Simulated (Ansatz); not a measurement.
Consider MgO in the rock salt structure (space group Fm-3m, No. 225; a = 4.254 Å).

Levels (all Ansatz, a first-principles code, PAW): PBE (420 eV, scalar-relativistic without spin-orbit coupling); PBE+SOC (420 eV, noncollinear with spin-orbit coupling).

The geometry is relaxed with PBE.

| Quantity | Result |
|---|---|
| PBE lowest conduction level above the VBM at special points | Γ 4.46 eV; L 7.73 eV; X 9.11 eV; U 9.96 eV |
| PBE valence-band top at Γ | 0.00, 0.00, 0.00 eV |

Question: Predict the lowest conduction level above the VBM at special points, hole mass and valence-band top at Γ from PBE+SOC.

Answer: The lowest conduction level above the VBM at special points becomes Γ 4.45 eV; L 7.72 eV; X 9.09 eV; U 9.95 eV (PBE: Γ 4.46 eV; L 7.73 eV; X 9.11 eV; U 9.96 eV); the hole mass (degenerate bands, along [100]) amounts to 0.53, 2.2 mₑ (at Γ); the valence-band top at Γ (three highest Kramers pairs, from the VBM) changes from 0.00, 0.00, 0.00 eV to 0.00, 0.00, -0.04 eV. The threefold valence maximum splits by Δso ≈ 37 meV.

Single points use the geometry relaxed with PBE. Differences between runs with and without spin-orbit coupling are approximate. The levels and masses belong to the bands next to the band gap. Effective masses come from finite differences of ±0.01 Å⁻¹. Stability against distortions was not tested.
